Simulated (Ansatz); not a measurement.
Defect: interstitial H in corundum, charge state +1. Computed with PBE, PAW (plane waves to 420 eV; Ansatz, a first-principles code).

Cell of 120 host sites held at the relaxed PBE lattice; the Γ point alone; Fermi-Dirac width 0.01 eV, spin-restricted; finite-size errors left in. Static, classical nuclei. The charge state is imposed; whether it is stable for some Fermi level was not computed. Sites that were not tried may lie lower.

Barriers: single points on a 2×2×2 k-point mesh shifted by half a step along c at the bands' geometries.

Relaxed starting cell (atoms counted from 1):

```
CELL_PARAMETERS angstrom
      9.61750     0.00000     0.00000
     -4.80875     8.32900     0.00000
      0.00000     0.00000    13.12510
ATOMIC_POSITIONS crystal
  Al 0.00001 0.99990 0.35204
  Al 0.99982 0.49991 0.35234
  Al 0.50004 0.99988 0.35246
  Al 0.49976 0.50033 0.35644
  Al 0.33668 0.16252 0.18831
  Al 0.33224 0.66786 0.18548
  Al 0.83324 0.16742 0.18539
  Al 0.83679 0.66910 0.18568
  Al 0.16712 0.33426 0.31414
  Al 0.16630 0.83252 0.31530
  Al 0.66702 0.33379 0.31463
  Al 0.66799 0.83586 0.31538
  Al 0.33295 0.16610 0.48098
  Al 0.33263 0.66669 0.48090
  Al 0.83354 0.16676 0.48050
  Al 0.83355 0.66702 0.48114
  O  0.34704 0.99790 0.25020
  O  0.34864 0.50259 0.25057
  O  0.84865 0.00162 0.24944
  O  0.84670 0.50052 0.24984
  O  0.15796 0.15801 0.24575
  O  0.15249 0.65323 0.24967
  O  0.65239 0.15360 0.24900
  O  0.65709 0.65625 0.25215
  O  0.31932 0.33293 0.41656
  O  0.31948 0.83331 0.41651
  O  0.81947 0.33318 0.41618
  O  0.82014 0.83397 0.41661
  O  0.16661 0.48636 0.41607
  O  0.16683 0.98706 0.41569
  O  0.66661 0.48634 0.41684
  O  0.66697 0.98693 0.41613
  O  0.01412 0.18036 0.41535
  O  0.01325 0.68040 0.41628
  O  0.51317 0.18034 0.41589
  O  0.51377 0.68101 0.41714
  O  0.00018 0.34734 0.24935
  O  0.00249 0.84969 0.24912
  O  0.49946 0.34804 0.24936
  O  0.50073 0.84733 0.24968
  Al 0.33209 0.16573 0.68472
  Al 0.33226 0.66604 0.68448
  Al 0.83230 0.16582 0.68450
  Al 0.83196 0.66570 0.68505
  Al 0.16596 0.33277 0.51845
  Al 0.16614 0.83297 0.51887
  Al 0.66639 0.33284 0.51875
  Al 0.66637 0.83328 0.51912
  Al 0.99927 0.99933 0.64709
  Al 0.99920 0.49930 0.64677
  Al 0.49901 0.99920 0.64658
  Al 0.49888 0.49914 0.64588
  Al 0.16525 0.33255 0.81147
  Al 0.16478 0.83090 0.81285
  Al 0.66669 0.33241 0.81315
  Al 0.66585 0.83286 0.81373
  O  0.17949 0.16610 0.58294
  O  0.17938 0.66613 0.58282
  O  0.67935 0.16611 0.58301
  O  0.67975 0.66614 0.58314
  O  0.48581 0.31912 0.58280
  O  0.48586 0.81941 0.58285
  O  0.98564 0.31906 0.58258
  O  0.98599 0.81932 0.58312
  O  0.15222 0.99930 0.75007
  O  0.15173 0.49934 0.74912
  O  0.65211 0.99964 0.74960
  O  0.65103 0.49818 0.75026
  O  0.99876 0.15205 0.74949
  O  0.99791 0.65156 0.74982
  O  0.49826 0.15306 0.75067
  O  0.49922 0.65270 0.74902
  O  0.34571 0.34632 0.74913
  O  0.34586 0.84580 0.74890
  O  0.84581 0.34588 0.74957
  O  0.84575 0.84590 0.74979
  O  0.33266 0.01330 0.58296
  O  0.33250 0.51305 0.58265
  O  0.83286 0.01335 0.58293
  O  0.83252 0.51307 0.58319
  Al 0.15632 0.33480 0.01400
  Al 0.16289 0.82795 0.01838
  Al 0.66562 0.33345 0.01958
  Al 0.66618 0.83336 0.01817
  Al 0.99776 0.99855 0.85122
  Al 0.99745 0.49918 0.85102
  Al 0.49967 0.99780 0.84984
  Al 0.49861 0.50147 0.84812
  Al 0.32480 0.14895 0.97540
  Al 0.33280 0.66726 0.98063
  Al 0.82858 0.16466 0.98039
  Al 0.83092 0.66636 0.98070
  Al 0.00041 0.00172 0.14702
  Al 0.99878 0.49935 0.14834
  Al 0.50035 0.99897 0.14769
  Al 0.50899 0.51359 0.15739
  O  0.00956 0.33147 0.91524
  O  0.01256 0.83267 0.91682
  O  0.50413 0.33307 0.92115
  O  0.51258 0.83255 0.91614
  O  0.31763 0.48631 0.91542
  O  0.31769 0.97926 0.91444
  O  0.81530 0.48452 0.91653
  O  0.81809 0.98592 0.91614
  O  0.48234 0.16652 0.08293
  O  0.48710 0.66842 0.08421
  O  0.98659 0.16787 0.08234
  O  0.98432 0.66555 0.08339
  O  0.34148 0.33919 0.07744
  O  0.33220 0.81976 0.08291
  O  0.83198 0.31959 0.08291
  O  0.83333 0.82034 0.08304
  O  0.18215 0.01663 0.08170
  O  0.17869 0.51386 0.08260
  O  0.67979 0.01408 0.08248
  O  0.67732 0.51375 0.08420
  O  0.16541 0.17937 0.91697
  O  0.16374 0.67744 0.91651
  O  0.66222 0.17996 0.91652
  O  0.66441 0.67890 0.91622
  H  0.41900 0.38341 0.01861
```
Cell charge +1.

End state 1 differs by these moves (Å; atoms that move under 0.08 Å are left out):

```tsv
atom	element	Δx	Δy	Δz
81	Al	0.10	-0.01	0.06
83	Al	0.14	-0.07	0.06
88	Al	-0.07	0.07	-0.08
89	Al	-0.07	0.06	0.13
96	Al	-0.04	-0.12	-0.08
99	O	-0.06	0.07	0.01
109	O	0.00	-0.18	0.08
116	O	-0.02	-0.08	-0.08
121	H	0.95	0.30	-0.50
```

Problem. What forward and backward barriers to end state 1 does PBE, PAW give?

Solution. forward 0.20 eV, backward 0.20 eV; at the saddle point atom 121 has neighbours Al at 1.91; O at 1.21, O at 1.26 Å. The program found a first-order saddle point.

End state 2 differs by these moves (Å; atoms that move under 0.08 Å are left out):

```json
[
 {"atom": "81", "element": "Al", "Δx": "0.11", "Δy": "-0.01", "Δz": "0.07"},
 {"atom": "84", "element": "Al", "Δx": "0.06", "Δy": "0.08", "Δz": "-0.05"},
 {"atom": "89", "element": "Al", "Δx": "0.00", "Δy": "0.16", "Δz": "0.07"},
 {"atom": "90", "element": "Al", "Δx": "-0.13", "Δy": "0.06", "Δz": "-0.07"},
 {"atom": "96", "element": "Al", "Δx": "0.06", "Δy": "-0.20", "Δz": "0.00"},
 {"atom": "99", "element": "O", "Δx": "0.08", "Δy": "0.01", "Δz": "-0.06"},
 {"atom": "101", "element": "O", "Δx": "0.06", "Δy": "0.07", "Δz": "0.08"},
 {"atom": "106", "element": "O", "Δx": "0.15", "Δy": "-0.09", "Δz": "-0.09"},
 {"atom": "109", "element": "O", "Δx": "0.03", "Δy": "-0.14", "Δz": "0.09"},
 {"atom": "121", "element": "H", "Δx": "-0.52", "Δy": "1.64", "Δz": "0.00"}
]
```

Problem. What is the computed forward and backward barriers to end state 2 (PBE, PAW)?

Solution. forward 0.79 eV, backward 0.79 eV; at the saddle point atom 121 has neighbours Al at 1.81, Al at 2.19; 2 O at 1.30, O at 1.96 Å. The check of the saddle point's order was inconclusive.
